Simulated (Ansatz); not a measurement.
## Response to strain in BaTiO3

The reference is BaTiO3 in the cubic perovskite structure (space group Pm-3m, No. 221; a = 3.9702 Å).

Strains are applied to the cell and any free atomic positions relax.

All numbers come from PBEsol, PAW, 420 eV (Ansatz, a quantum-chemistry and plane-wave program; without spin-orbit coupling), earlier PAW set.

| isotropic strain (%) | pressure (GPa) |
|---|---|
| -1.78 | 11.0 |
| -0.36 | ? |
| 0 | 0.0 |
| 3.45 | -14.6 |
| 4.28 | -17.0 |

Task: Fit P = P₀ − Bδ + Cδ² with δ = (1 + ε)³ − 1 to the rows shown and predict the withheld row.

Result: Least squares on the printed values gives P₀ = 0.1 GPa, B = 185 GPa, C = 432 GPa (largest residual 0.1 GPa); this predicts 2.1 GPa, and the run gives 2.0 GPa, in agreement.

Whether these cells are dynamically stable was not tested. All final runs are without spin polarisation. Many cubic perovskites are stable only at high temperature; tilts and polar distortions were not tested. This is not the structure that BaTiO3 has at room temperature and ambient pressure.
